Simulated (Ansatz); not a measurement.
**hcp Hf (0 0 1) on wurtzite AlN (0 0 1) (film strained to the substrate, started from cuts of the bulks and a machine-learned relaxation; slabs Al6N6 and Hf4, which can lie off the formulas)**

A periodic stack without vacuum, hcp Hf (0 0 1) on wurtzite AlN (0 0 1) (film strained to the substrate, started from cuts of the bulks and a machine-learned relaxation; slabs Al6N6 and Hf4, which can lie off the formulas): substrate slab Al6N6, film Hf4, surface cells [[0, 1], [-1, 0]] and [[0, -1], [1, 0]], film strained by -2.3 and -2.3 %, outermost planes N/Al and Hf/Hf as cut, which need not be the usual terminations and can put a slab off its formula.

The start was prepared with a machine-learned potential, and the result is one local minimum, with the in-plane cell held and forces under 0.04 eV/Å; the film can end far from its bulk form.

Method: PBE (plane waves to 420 eV, PAW; Ansatz, an electronic-structure program). No spin–orbit coupling; the runs are not spin-polarised; PBE gaps are too small against experiment. Its k-point mesh 11×11×1, Fermi–Dirac width 0.05 eV.

- interface area = 8.5 Å²
- period = 25.86 Å
- heights between the nearest atoms of the two slabs at the two interfaces = 2.73 and 2.11 Å
- Al–Hf contacts across the interfaces within 1.22 times the sum of covalent radii = 6, mean 3.26 Å
- Hf–N contacts across the interfaces within 1.22 times the sum of covalent radii = 1, mean 2.11 Å

```yaml
crystal:
  lattice:
    - [3.13016, 0.00021, 0.03141]
    - [1.56541, 2.71024, -0.05431]
    - [1.29929, -0.20885, 25.88958]
  atoms:
    - { symbol: Al, position: [0.44467, 0.20609, 0.06702] }
    - { symbol: Al, position: [0.71345, 0.57139, 0.16423] }
    - { symbol: N, position: [0.39565, 0.23041, 0.14070] }
    - { symbol: N, position: [0.79313, 0.53201, 0.04415] }
    - { symbol: Al, position: [0.31560, 0.26998, 0.26148] }
    - { symbol: Al, position: [0.58444, 0.63523, 0.35876] }
    - { symbol: N, position: [0.26672, 0.29420, 0.33510] }
    - { symbol: N, position: [0.66456, 0.59564, 0.23784] }
    - { symbol: Al, position: [0.18668, 0.33380, 0.45604] }
    - { symbol: Al, position: [0.45405, 0.69990, 0.55532] }
    - { symbol: N, position: [0.13756, 0.35823, 0.52989] }
    - { symbol: N, position: [0.53565, 0.65945, 0.43239] }
    - { symbol: Hf, position: [0.71634, 0.06975, 0.66087] }
    - { symbol: Hf, position: [0.98584, 0.43490, 0.75685] }
    - { symbol: Hf, position: [0.58656, 0.13445, 0.85586] }
    - { symbol: Hf, position: [0.84768, 0.50474, 0.96254] }
```
